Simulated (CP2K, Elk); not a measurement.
A CP2K input for a self-consistent single point of PtSe₂ (P-3m1, 3 atoms in the cell) (DFT PBEsol, GPW, DZVP-MOLOPT-SR-GTH basis, GTH-PBE potentials (GTH_POTENTIALS)):

```
&GLOBAL
  PROJECT scf
  RUN_TYPE ENERGY_FORCE
  PRINT_LEVEL MEDIUM
&END GLOBAL
&FORCE_EVAL
  METHOD Quickstep
  STRESS_TENSOR ANALYTICAL
  &DFT
    BASIS_SET_FILE_NAME BASIS_MOLOPT
    POTENTIAL_FILE_NAME GTH_POTENTIALS
    &QS
      METHOD GPW
      EPS_DEFAULT 1E-10
    &END QS
    &MGRID
      CUTOFF 500
      REL_CUTOFF 60
      NGRIDS 5
    &END MGRID
    &SCF
      SCF_GUESS ATOMIC
      EPS_SCF 1E-7
      MAX_SCF 100
      ADDED_MOS 6
      &DIAGONALIZATION
        ALGORITHM STANDARD
      &END DIAGONALIZATION
      &MIXING
        METHOD BROYDEN_MIXING
        ALPHA 0.2
        NBUFFER 12
        BETA 1.5
      &END MIXING
      &SMEAR ON
        METHOD FERMI_DIRAC
        ELECTRONIC_TEMPERATURE [K] 232.09
      &END SMEAR
    &END SCF
    &KPOINTS
      SCHEME MACDONALD 8 8 5 0.0625 0.0625 0
    &END KPOINTS
    &XC
      &XC_FUNCTIONAL
        &PBE
          PARAMETRIZATION PBESOL
        &END PBE
      &END XC_FUNCTIONAL
    &END XC
    &PRINT
      &MO
        EIGENVALUES T
        OCCUPATION_NUMBERS T
        NDIGITS 8
        FILENAME mo
        &EACH
          QS_SCF 0
        &END EACH
        ADD_LAST NUMERIC
      &END MO
      &MULLIKEN ON
      &END MULLIKEN
    &END PRINT
  &END DFT
  &SUBSYS
    &CELL
      A 3.63749600 0.00000000 0.00000000
      B -1.81874800 3.15016400 0.00000000
      C 0.00000000 0.00000000 4.95401600
      PERIODIC XYZ
    &END CELL
    &COORD
      SCALED
      Pt       0.00000000     0.00000000     0.00000000
      Se       0.33333333     0.66666667     0.25500000
      Se       0.66666667     0.33333333     0.74500000
    &END COORD
    &KIND Pt
      BASIS_SET DZVP-MOLOPT-SR-GTH-q18
      POTENTIAL GTH-PBE-q18
    &END KIND
    &KIND Se
      BASIS_SET DZVP-MOLOPT-SR-GTH-q6
      POTENTIAL GTH-PBE-q6
    &END KIND
  &END SUBSYS
  &PRINT
    &FORCES ON
    &END FORCES
    &STRESS_TENSOR ON
    &END STRESS_TENSOR
  &END PRINT
&END FORCE_EVAL
```

Q: Give the Elk input for the same structure, mesh, smearing and functional.

A: One input that does it (others would too):

```
tasks
  0

xctype
  22

rmtscf
  0.83

swidth
  0.000734986

maxscl
  100

avec
    3.4369356413   -5.9529471530    0.0000000000
    3.4369356413    5.9529471530    0.0000000000
    0.0000000000    0.0000000000    9.3617334570

sppath
  './'

atoms
  2
  'Pt.in'
  1
  0.0000000000  0.0000000000  0.0000000000    0.0 0.0 0.0
  'Se.in'
  2
  0.3333333333  0.6666666667  0.2550000000    0.0 0.0 0.0
  0.6666666667  0.3333333333  0.7450000000    0.0 0.0 0.0

ngridk
  8 8 5
```

Basis settings and potentials, where a program has them, do not carry over. This input uses DFT, PBEsol, all-electron FP-LAPW, Elk's shipped species files, default APW+lo basis.

The starting cell has typed, rounded lattice constants, without a prior relaxation at this level. Its lattice was rescaled by a random factor within 2.5 % of one.
